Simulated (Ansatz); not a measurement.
Converging zone-centre phonons against the mesh: Be (P6_3/mmc, 2 atoms in the cell)

```xyz
2
Lattice="1.1393 -1.9733 0.0000 1.1393 1.9733 0.0000 0.0000 0.0000 3.5621" Properties=species:S:1:pos:R:3 pbc="T T T"
Be     1.1393     0.6578     0.8905
Be     1.1393    -0.6578     2.6716
```

Computed with PBE (plane waves, PAW; Ansatz, a first-principles code).

Base settings: basis.ecutwfc = 30.9 Ry; kpoints.mp_grid.grid = 16 16 9; hamiltonian.xc = pbe; hamiltonian.pseudopotentials = {kind: paw} (the program's default PAW files); scf.occupations.method = fermi_dirac; scf.occupations.width = 0.0073 Ry.

In this ladder: phonons.method = dfpt.

Frequencies are those of the unrelaxed cell, without the LO-TO term of polar crystals.

Only quantities that move along the ladder and can be compared are tabulated.

The starting cell has typed, rounded lattice constants, without a prior relaxation at this level. Its lattice was rescaled by up to half a per cent.

Steps (kpoints.mp_grid.grid): 4 4 3; 5 5 3; 7 7 4; 8 8 5; 10 10 6; 13 13 7; 19 19 11; 24 24 14; 30 30 17; 38 38 21.

Q: What is the coarsest kpoints.mp_grid.grid that holds the highest zone-centre frequency within 1 cm⁻¹ of the last step, with all finer ones?

A: 19 19 11; the step before is off by 1.9 cm⁻¹.

```csv
kpoints.mp_grid.grid,highest zone-centre frequency (cm⁻¹)
4 4 3,696.4
5 5 3,698.9
7 7 4,678.1
8 8 5,693.5
10 10 6,681.2
13 13 7,684.8
19 19 11,687.0
24 24 14,686.9
30 30 17,686.4
38 38 21,686.7
```

Keys are those of Ansatz 0.2.
